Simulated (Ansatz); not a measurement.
## Effective masses and thermopower of GaSb under load (space group F-43m)

Given:

```yaml
crystal:
  lattice:
    - [0.00000, 2.96955, 2.96955]
    - [2.96955, 0.00000, 2.96955]
    - [2.96955, 2.96955, 0.00000]
  atoms:
    - { symbol: Ga, position: [0.00000, 0.00000, 0.00000] }
    - { symbol: Sb, position: [0.25000, 0.25000, 0.25000] }
```

Level of theory: PBE with spin-orbit coupling, rigid bands (plane waves, PAW; Ansatz, a quantum-chemistry and plane-wave program). Condition of this run: hydrostatic pressure of 5.4 GPa (compression positive) (the target of the relaxation). How the cell was made: cell and atoms relaxed with PBEsol, then loaded as said.

```json
{
  "band_gap": "0.37 eV",
  "electron conductivity mass (300 K, dilute)": "0.144 mₑ",
  "hole conductivity mass (300 K, dilute)": "0.25 mₑ",
  "effective density of states N_c (300 K)": "1.3e19 cm⁻³",
  "effective density of states N_v (300 K)": "6.2e18 cm⁻³",
  "density_of_states_mass_electrons": "0.64 mₑ",
  "density_of_states_mass_holes": "0.40 mₑ",
  "Seebeck coefficient, n-type 1e19 cm⁻³, 300 K": "-244 μV/K",
  "best n-type power factor at 300 K for τ = 10 fs (best axis; densities from 1e16 to 1e21 cm⁻³ tried, whether or not they can be reached)": "23 μW/(cm·K²) at 3e20 cm⁻³",
  "Seebeck coefficient, p-type 1e19 cm⁻³, 300 K": "185 μV/K"
}
```

Rigid bands; masses and Seebeck coefficients take one relaxation time τ for all states and one kind of carrier; polarons and phonon drag are left out. Geometry: cell and atoms relaxed with PBEsol.
